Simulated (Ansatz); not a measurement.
For SnTe2 (model structure, started from the rutile type, P4₂/mnm, No. 136, 6 atoms in the cell), LDA (Ansatz, a quantum-chemistry and plane-wave program, PAW) gives:

- lattice parameter a = 6.861 Å
- lattice parameter c = 4.318 Å
- bulk modulus B0 = 45.0 GPa
- cohesive energy = 3.38 eV/atom

### Question
What does PBE in Ansatz (PAW) give for the same quantities?

### Answer

- lattice constant a: 7.050 Å (goes up by 2.8 %)
- lattice parameter c: 4.433 Å (increases by 2.7 %)
- bulk modulus: 34.6 GPa (decreases by 23 %)
- cohesive energy: 2.58 eV/atom (falls by 0.80 eV/atom)

Changes are worked out from the printed values.

Unless a cell is named, each level is at its own relaxed cell (LDA 33.88, PBE 36.72 Å³/atom).

Levels without +SOC leave out spin–orbit coupling, which shifts energies and cells of such heavy elements.

Caveats: the bulk modulus is −V dP/dV from two relaxed cells at ±2 % in volume (LDA, PBE). Ansatz's density-functional and Hartree–Fock values are scalar-relativistic unless marked +SOC, with PAW data made under PBE.

A model structure was made by putting elements into a prototype or built by hand; it is no filed structure, need not be a known phase, and can be a saddle point held by its symmetry.
